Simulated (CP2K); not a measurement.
Variants of one calculation on LiLaTa2O7 (P1, 11 atoms in the cell)

```
LiLaTa2O7
1.0
   10.72739     0.00000     0.00000
    9.31727     5.31652     0.00000
  -10.02233    -2.65826     2.75017
Li La Ta O
1 1 2 7
Direct
  0.26182   0.75970   0.51899
  0.99074   0.00956   0.99470
  0.60991   0.61137   0.00212
  0.39080   0.38357   0.99601
  0.40738   0.89492   0.47974
  0.08719   0.58900   0.49762
  0.90660   0.42783   0.51347
  0.59125   0.07735   0.49042
  0.70051   0.68752   0.99469
  0.31127   0.29811   0.00923
  0.49252   0.51106   0.00302
```

Base run A: PBEsol, GPW, DZVP-MOLOPT-SR-GTH basis, GTH-PBE potentials (GTH_POTENTIALS) (CP2K), self-consistent single point.

Its settings: CUTOFF = 500 Ry; REL_CUTOFF = 50 Ry; SMEAR/METHOD = GAUSSIAN; SIGMA = 0.01 eV; KPOINTS/SCHEME = MONKHORST-PACK 3 3 5; XC_FUNCTIONAL = PBE:PBESOL; Li/BASIS_SET = DZVP-MOLOPT-SR-GTH-q3; Li/POTENTIAL = GTH-PBE-q3; La/BASIS_SET = DZVP-MOLOPT-SR-GTH-q11; La/POTENTIAL = GTH-PBE-q11; Ta/BASIS_SET = DZVP-MOLOPT-SR-GTH-q13; Ta/POTENTIAL = GTH-PBE-q13; O/BASIS_SET = DZVP-MOLOPT-SR-GTH-q6; O/POTENTIAL = GTH-PBE-q6; METHOD = GPW; EPS_DEFAULT = 1e-10; NGRIDS = 5; SCF_GUESS = ATOMIC; EPS_SCF = 1e-06; MAX_SCF = 100.

The starting cell comes from a database of computed structures (which also holds hypothetical and non-ambient phases and stackings), without a prior relaxation at this level. Its atoms were displaced at random from the sites of space group no. 119. Spin-orbit coupling is off. Values carry the incompleteness of an atom-centred basis. The potentials were made for another functional than the one used. In the base run, with a pressure of about -6 GPa the cell is away from its equilibrium volume at this level. In the base run, forces exceed 1 eV/Å.

ΔF is the free energy per atom less that of run A. A dash stands where there is no value to compare (another energy zero or no entropy term, no result, no spin, no clean gap, or a mesh too coarse for one). Total energies depend on the potentials, the functional and any Hubbard or dispersion term, so they are compared only between runs that share all of them.

Runs:
- B: ADDED_MOS: 14 → 32
- C: FULL_GRID: default → T
- D: EPS_SCF: 1e-06 → 1e-05
- E: PAIR_POTENTIAL/TYPE: default → DFTD3(BJ); REFERENCE_FUNCTIONAL: default → PBEsol; R_CUTOFF: default → 15 angstrom; CALCULATE_C9_TERM: default → T [PBEsol-D3(BJ)+ATM]

```csv
run,ΔF (meV/atom),pressure (GPa),largest force (eV/Å),gap on the mesh (eV),k-points
A,0.00,-6.44,2.262,2.149,23
B,0.00,-6.44,2.262,2.149,23
C,0.00,-6.44,2.262,2.149,45
D,0.00,-6.44,2.262,2.149,23
E,–,-8.32,2.266,2.149,23
```

Run E against A: The pressure goes from -6.44 to -8.32 GPa, the largest force hardly changes (2.262 to 2.266 eV/Å) and the gap on the mesh stays at 2.149 eV.

Run C against A: The free energy stays essentially unchanged (within 1 meV/atom), the pressure stays at -6.44 GPa, the largest force stays at 2.262 eV/Å and the gap on the mesh stays at 2.149 eV.

Run B against A: The free energy stays essentially unchanged (within 1 meV/atom), the pressure stays at -6.44 GPa, the largest force stays at 2.262 eV/Å and the gap on the mesh stays at 2.149 eV.
